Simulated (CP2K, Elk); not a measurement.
A CP2K input for a self-consistent single point of CoGe (P2_13, 8 atoms in the cell) (DFT PBEsol, GPW, DZVP-MOLOPT-SR-GTH basis, GTH-PBE potentials (GTH_POTENTIALS)):

```
&GLOBAL
  PROJECT coge
  RUN_TYPE ENERGY_FORCE
  PRINT_LEVEL MEDIUM
&END GLOBAL
&FORCE_EVAL
  METHOD Quickstep
  STRESS_TENSOR ANALYTICAL
  &DFT
    BASIS_SET_FILE_NAME BASIS_MOLOPT
    POTENTIAL_FILE_NAME GTH_POTENTIALS
    &QS
      METHOD GPW
      EPS_DEFAULT 1E-11
    &END QS
    &MGRID
      CUTOFF 600
      REL_CUTOFF 60
      NGRIDS 5
    &END MGRID
    &SCF
      SCF_GUESS ATOMIC
      EPS_SCF 1E-7
      MAX_SCF 100
      ADDED_MOS 14
      &DIAGONALIZATION
        ALGORITHM STANDARD
      &END DIAGONALIZATION
      &MIXING
        METHOD BROYDEN_MIXING
        ALPHA 0.3
        NBUFFER 8
        BETA 1
      &END MIXING
      &SMEAR ON
        METHOD GAUSSIAN
        SIGMA [eV] 0.1
      &END SMEAR
    &END SCF
    &KPOINTS
      SCHEME MONKHORST-PACK 5 5 5
    &END KPOINTS
    &XC
      &XC_FUNCTIONAL
        &PBE
          PARAMETRIZATION PBESOL
        &END PBE
      &END XC_FUNCTIONAL
    &END XC
    &PRINT
      &MO
        EIGENVALUES T
        OCCUPATION_NUMBERS T
        NDIGITS 8
        FILENAME mo
        &EACH
          QS_SCF 0
        &END EACH
        ADD_LAST NUMERIC
      &END MO
      &MULLIKEN ON
      &END MULLIKEN
    &END PRINT
  &END DFT
  &SUBSYS
    &CELL
      A 4.57947000 0.00000000 0.00000000
      B 0.00000000 4.57947000 0.00000000
      C 0.00000000 0.00000000 4.57947000
      PERIODIC XYZ
    &END CELL
    &COORD
      Co       0.62660888     0.62660888     0.62660888
      Co       1.66312612     3.95286112     2.91634388
      Co       2.91634388     1.66312612     3.95286112
      Co       3.95286112     2.91634388     1.66312612
      Ge       3.84588470     3.84588470     3.84588470
      Ge       3.02332030     0.73358530     1.55614970
      Ge       1.55614970     3.02332030     0.73358530
      Ge       0.73358530     1.55614970     3.02332030
    &END COORD
    &KIND Co
      BASIS_SET DZVP-MOLOPT-SR-GTH
      POTENTIAL GTH-PBE-q17
    &END KIND
    &KIND Ge
      BASIS_SET DZVP-MOLOPT-SR-GTH
      POTENTIAL GTH-PBE-q4
    &END KIND
  &END SUBSYS
  &PRINT
    &FORCES ON
    &END FORCES
    &STRESS_TENSOR ON
    &END STRESS_TENSOR
  &END PRINT
&END FORCE_EVAL
```

Translate this input to Elk.

This is the input that was run; spellings and numerical settings could be chosen otherwise.

```
tasks
  0

xctype
  22

rgkmax
  7.5

gmaxvr
  16.0

nxlo
  2

lorbcnd
  .true.

rmtscf
  0.87

lmaxi
  2

stype
  0

swidth
  0.00367493

avec
    8.6539440959    0.0000000000    0.0000000000
    0.0000000000    8.6539440959    0.0000000000
    0.0000000000    0.0000000000    8.6539440959

sppath
  './'

atoms
  2   : nspecies
  'Co.in'   : spfname
  4   : natoms; atposl, bfcmt below
  0.1368300000  0.1368300000  0.1368300000    0.0 0.0 0.0
  0.3631700000  0.8631700000  0.6368300000    0.0 0.0 0.0
  0.6368300000  0.3631700000  0.8631700000    0.0 0.0 0.0
  0.8631700000  0.6368300000  0.3631700000    0.0 0.0 0.0
  'Ge.in'   : spfname
  4   : natoms; atposl, bfcmt below
  0.8398100000  0.8398100000  0.8398100000    0.0 0.0 0.0
  0.6601900000  0.1601900000  0.3398100000    0.0 0.0 0.0
  0.3398100000  0.6601900000  0.1601900000    0.0 0.0 0.0
  0.1601900000  0.3398100000  0.6601900000    0.0 0.0 0.0

ngridk
  5 5 5
```

Basis settings and potentials, where a program has them, do not carry over. This input uses DFT, PBEsol, all-electron FP-LAPW, Elk's shipped species files, APW+lo basis with extra local orbitals.

The starting cell comes from a database of computed structures (which also holds hypothetical and non-ambient phases and stackings), without a prior relaxation at this level.
